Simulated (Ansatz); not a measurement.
Carrier properties of monolayer HfS2

Data:

```
HfS2
1.0
    3.54261     0.00000     0.00000
   -1.77131     3.06799     0.00000
    0.00000     0.00000    18.93792
Hf S
1 2
Direct
  0.00000   0.00000   0.50000
  0.33333   0.66667   0.57893
  0.66667   0.33333   0.42107
```

Method: PBE, rigid bands (plane waves, PAW, scalar-relativistic; Ansatz, a quantum-chemistry and plane-wave program). Condition of this run: biaxial strain -3 %. How the cell was made: cell and atoms relaxed with PBE, then loaded as said.

- band gap = 0.91 eV
- electron conductivity mass (300 K, dilute) = 0.38 mₑ
- hole conductivity mass (300 K, dilute) = 0.31 mₑ
- effective density of states N_c (300 K) = 2.0e13 cm⁻²
- effective density of states N_v (300 K) = 6.6e12 cm⁻²
- Seebeck coefficient, n-type 1.9e12 cm⁻², 300 K = -374 μV/K
- Seebeck coefficient, p-type 1.9e12 cm⁻², 300 K = 278 μV/K

Rigid bands; masses and Seebeck coefficients take one relaxation time τ for all states and one kind of carrier; polarons and phonon drag are left out. Spin-orbit coupling is left out; where it splits the top of the valence band, N_v and the p-type Seebeck coefficient come out somewhat high without it.

Model free-standing layer, not matched to a measured one here: monolayer HfS2.
